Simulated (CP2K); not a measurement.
**Convergence study of shifted k-point meshes for BiTe (Fm-3m, 2 atoms in the cell)**

```
BiTe
1.0
    4.57788     0.00000     0.00000
    2.28894     3.96456     0.00000
    2.28894     1.32152     3.73782
Bi Te
1 1
Direct
  0.00000   0.00000   0.00000
  0.50000   0.50000   0.50000
```

Method of the run: LDA (Pade form), GPW, DZVP-MOLOPT-SR-GTH basis, GTH-PADE potentials (GTH_POTENTIALS) (CP2K).

Base settings: CUTOFF = 400 Ry; REL_CUTOFF = 50 Ry; SMEAR/METHOD = FERMI_DIRAC; ELECTRONIC_TEMPERATURE = 1160.45 K; KPOINTS/SCHEME = MONKHORST-PACK 4 4 4; GAMMA_CENTERED = T; XC_FUNCTIONAL = PADE; Bi/BASIS_SET = DZVP-MOLOPT-SR-GTH; Bi/POTENTIAL = GTH-PADE-q5; Te/BASIS_SET = DZVP-MOLOPT-SR-GTH.

In this ladder: GAMMA_CENTERED = default.

Only quantities that move along the ladder and can be compared are tabulated.

The starting cell comes from a database of computed structures (which also holds hypothetical and non-ambient phases and stackings), without a prior relaxation at this level. Its lattice was rescaled by up to half a per cent. Values carry the incompleteness of an atom-centred basis. Without a gap this mesh is coarse (it stands for a supercell whose shortest vector is 18 Å).

| KPOINTS/SCHEME | free energy less the last step's (meV/atom) | pressure (GPa) |
|---|---|---|
| MONKHORST-PACK 2 2 2 | 88.97 | -2.39 |
| MACDONALD 3 3 3 0.1666666667 0.1666666667 0.1666666667 | -11.68 | -2.44 |
| MONKHORST-PACK 4 4 4 | 18.89 | -2.37 |
| MACDONALD 5 5 5 0.1 0.1 0.1 | 0.48 | -2.21 |
| MONKHORST-PACK 6 6 6 | -0.39 | -2.30 |
| MACDONALD 7 7 7 0.07142857143 0.07142857143 0.07142857143 | -3.75 | -2.38 |
| MONKHORST-PACK 8 8 8 | 4.65 | -2.24 |
| MACDONALD 9 9 9 0.05555555556 0.05555555556 0.05555555556 | -1.28 | -2.32 |
| MONKHORST-PACK 10 10 10 | 0.04 | -2.31 |
| MACDONALD 11 11 11 0.04545454545 0.04545454545 0.04545454545 | 0.58 | -2.31 |
| MACDONALD 13 13 13 0.03846153846 0.03846153846 0.03846153846 | 0.13 | -2.31 |
| MONKHORST-PACK 14 14 14 | 0.00 | -2.31 |

Coarsest KPOINTS/SCHEME that holds the pressure within 0.05 GPa of the last step, with all finer ones: MACDONALD 9 9 9 0.05555555556 0.05555555556 0.05555555556; the step before is off by 0.07 GPa.

Coarsest KPOINTS/SCHEME that holds the free energy within 1 meV/atom of the last step, with all finer ones: MONKHORST-PACK 10 10 10; the step before is off by 1.3 meV/atom.
